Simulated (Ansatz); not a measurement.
Data:

```
SiO2
1.0
    4.22967     0.00000     0.00000
    0.00000     4.15488     0.00000
    0.00000     0.00000     2.66145
Si O
2 4
Direct
  0.00000   0.00000   0.00000
  0.50000   0.50000   0.50000
  0.30987   0.30308   0.00000
  0.80987   0.19692   0.50000
  0.19013   0.80308   0.50000
  0.69013   0.69692   0.00000
```

No spin polarisation.

The values are results of LDA (Ansatz, a program for electronic structure), scalar-relativistic without spin-orbit coupling, not measurements. k-mesh 8×8×12 (Γ-centred); smearing 0.05 eV (Fermi–Dirac).

Predict the band gap, electron mass and stress.

The band gap is 5.56 eV and the electron mass is 0.48 mₑ along x, 0.52 mₑ along y, 0.39 mₑ along z (at Γ). The stress (xx, yy, zz, yz, xz, xy; compression positive) comes out as (-7.75, -3.59, -3.43, 0.00, 0.00, 0.00) GPa.

The cells carry an imposed strain or load. Masses are band curvatures over ±0.01 Å⁻¹ around the edge. Stability against distortions was not tested. The cell was made from SiO$_{2}$ in the rutile structure (space group P4_2/mnm, No. 136) by this change: uniaxial strain ε_xx = +1.80 %.
